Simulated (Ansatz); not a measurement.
# HfO2, response to strain

Base system: HfO2 (space group P4_2/nmc, No. 137; a = 3.5675 Å, c = 5.1667 Å). Axes: x, y, z lie along a, b, c of the conventional cell.

Strains are applied to the cell and any free atomic positions relax; under biaxial strain the out-of-plane vector relaxes too.

All numbers come from plane-wave PAW DFT at the PBEsol level (Ansatz, an electronic-structure program, 420 eV), spin-orbit coupling left out, earlier PAW set.

Candidates:
(a) tensor shear ε_xy = −0.91 %
(b) biaxial strain −1.23 %, plane normal [001], relaxed out of plane
(c) uniaxial strain ε_xx = +2.79 %
(d) uniaxial strain ε_zz = −2.61 %

For the base:

The smallest direct gap comes out as 4.65 eV.

Question: Order them by smallest direct gap, lowest first.

Answer: (d) uniaxial strain ε_zz = −2.61 % (4.43 eV), (c) uniaxial strain ε_xx = +2.79 % (4.49 eV), (a) tensor shear ε_xy = −0.91 % (4.57 eV), (b) biaxial strain −1.23 %, plane normal [001], relaxed out of plane (4.65 eV)

With Hf present, leaving out spin-orbit coupling can change the band edges. Whether these cells are dynamically stable was not tested. This is not the structure that HfO2 has at room temperature and ambient pressure.
